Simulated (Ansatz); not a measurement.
The reference is Zr in the hcp (Mg type) structure (space group P6_3/mmc, No. 194; a = 3.144 Å, c = 5.093 Å; relaxed with 0.1 eV smearing). Axes: x lies along a and z along c of the hexagonal cell.

Level of theory: plane-wave PAW DFT at the LDA level (Ansatz, a quantum-chemistry and plane-wave program, 420 eV), spin-orbit coupling left out.

One thing is altered: the cell is stretched by 3.00 % along z with no lateral relaxation; the atoms relax in the strained cell.

Q: Predict the stress tensor and what it implies for the stiffness.

A: Stress of the strained cell less that of the base (GPa, compression positive):
```
   -2.3     0.0     0.0
    0.0    -2.3     0.0
    0.0     0.0    -4.7
```

Then −Δσ_ii/ε with ε = 0.0300 gives secant stiffness values (nonlinear terms included at this strain): C33 ≈ 158 GPa, C13 ≈ 77 GPa and C23 ≈ 77 GPa.

As a check, the harmonic strain energy −½ V₀ Δσ:ε is 9.7 meV/atom; the computed energy rise is 10 meV/atom.

No phonon test of stability was made. All final runs are without spin polarisation.
